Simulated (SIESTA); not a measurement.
Worked example: self-consistent single point of Ba₃ZnN₂O (P4/mmm, 7 atoms in the cell) in SIESTA.

Method: GGA PBEsol with spin-orbit coupling, numerical atomic orbitals TZP, PseudoDojo PBEsol fully relativistic norm-conserving potentials (rewritten from UPF to PSML) in SIESTA 5.4.2.

```
Ba3ZnN2O
1.0
    4.09084     0.00000     0.00000
    0.00000     4.09084     0.00000
    0.00000     0.00000     9.16087
Ba Zn N O
3 1 2 1
Direct
  0.00000   0.00000   0.21788
  0.00000   0.00000   0.78212
  0.50000   0.50000   0.50000
  0.50000   0.50000   0.00000
  0.50000   0.50000   0.80054
  0.50000   0.50000   0.19946
  0.00000   0.00000   0.50000
```

Reference input (self-consistent single point, DFT, GGA PBEsol, numerical atomic orbitals TZP, PseudoDojo PBEsol standard norm-conserving potentials (rewritten from UPF to PSML)): XC.functional = GGA; XC.authors = PBEsol; potentials = PseudoDojo PBEsol standard; PAO.BasisSize = TZP; PAO.EnergyShift = 0.01 Ry; MeshCutoff = 350 Ry; kgrid.MonkhorstPack = 6 6 3; OccupationFunction = FD; ElectronicTemperature = 232.09 K; MaxSCFIterations = 150; SCF.Mixer.Method = Pulay; SCF.Mixer.Weight = 0.25. This run's input differs from it in these lines:

```diff
@@ -1,2 +1,2 @@
-# files in the folder: Ba.psml Zn.psml N.psml O.psml (PseudoDojo PBEsol standard)
+# files in the folder: Ba.psml Zn.psml N.psml O.psml (PseudoDojo PBEsol fully relativistic)
 SystemName  Ba3ZnN2O
@@ -41,2 +41,12 @@
 ElectronicTemperature        232.09 K
+Spin                         spin-orbit
+%block DM.InitSpin
+  1 0.00 0.00 0.00
+  2 0.00 0.00 0.00
+  3 0.00 0.00 0.00
+  4 0.00 0.00 0.00
+  5 0.00 0.00 0.00
+  6 0.00 0.00 0.00
+  7 0.00 0.00 0.00
+%endblock DM.InitSpin
```

Output, abridged:

```
        iscf     Eharris(eV)        E_KS(eV)     FreeEng(eV)     dDmax    Ef(eV) dHmax(eV)
   scf:    1    -8328.417759    -8770.820535    -8770.841781  8.895750 -1.505033106.557740
     spin moment: {S} , |S| = {   -0.00000   -0.00000    0.00000 }     0.00000
   scf:    2    -8668.317835    -8900.205321    -8900.218961  3.863685 -4.265060 47.185240
     spin moment: {S} , |S| = {   -0.00000   -0.00000    0.00000 }     0.00000
   scf:    3    -8970.197781    -8971.335638    -8971.335639  1.854970 -4.605722 13.888854
     spin moment: {S} , |S| = {   -0.00000   -0.00000   -0.00000 }     0.00000
   [... lines left out ...]
     spin moment: {S} , |S| = {   -0.00000   -0.00000    0.00000 }     0.00000
   scf:   13    -8976.649198    -8976.649202    -8976.649202  0.000435 -4.357507  0.001101
     spin moment: {S} , |S| = {   -0.00000    0.00000    0.00000 }     0.00000
   scf:   14    -8976.649203    -8976.649202    -8976.649202  0.000115 -4.357513  0.000031
     spin moment: {S} , |S| = {   -0.00000    0.00000   -0.00000 }     0.00000
   scf:   15    -8976.649202    -8976.649202    -8976.649202  0.000003 -4.357525  0.000040
     spin moment: {S} , |S| = {   -0.00000   -0.00000   -0.00000 }     0.00000
SCF Convergence by DM+H criterion
max |DM_out - DM_in|         :     0.0000033137
max |H_out - H_in|      (eV) :     0.0000402222
SCF cycle converged after 15 iterations

Using DM_out to compute the final energy and forces

siesta: E_KS(eV) =            -8976.6492

siesta: E_KS - E_eggbox =     -8976.6492

siesta: Atomic forces (eV/Ang):
     1    0.000000    0.000000   -0.714066
     2   -0.000000   -0.000000    0.714066
     3   -0.000000   -0.000000   -0.000000
     4    0.000000   -0.000000   -0.000000
     5   -0.000000   -0.000000   -0.116316
     6   -0.000000   -0.000000    0.116316
     7    0.000000   -0.000000   -0.000000
   Tot    0.000000   -0.000000   -0.000000
   Max    0.714066
   Res    0.223270    sqrt( Sum f_i^2 / 3N )
   Max    0.714066    constrained

   [... lines left out ...]
siesta: FreeEng =     -8976.649202
   [... lines left out ...]
siesta:    -0.003362   -0.000000    0.000000
siesta:    -0.000000   -0.003362    0.000000
siesta:    -0.000000    0.000000   -0.027798

siesta: Cell volume =        153.307160 Ang**3

siesta: Pressure (static):
siesta:                Solid            Molecule  Units
siesta:           0.00012533          0.00005309  Ry/Bohr**3
siesta:           0.01150737          0.00487477  eV/Ang**3
siesta:          18.43683397          7.81024780  kBar
```

The run converged in 15 iterations. Against the reference run the pressure goes from 1.96 to 1.84 GPa, the largest force hardly changes (0.720 to 0.714 eV/Å) and the gap on the mesh goes from 0.561 to 0.514 eV. The full log also holds: “initDM: WARNING: atom 1 has a closed-shell and cannot be polarized”. The full log also holds: “initDM: WARNING: atom 2 has a closed-shell and cannot be polarized”.

The starting cell comes from a database of computed structures (which also holds hypothetical and non-ambient phases and stackings), without a prior relaxation at this level. Its lattice was rescaled by a random factor within 2.5 % of one. Values carry the incompleteness of an atom-centred basis. The basis of the alkali or alkaline-earth atoms may lack their empty d shell, which can raise the gap.

Cost on one core of a shared machine: roughly 3 min.
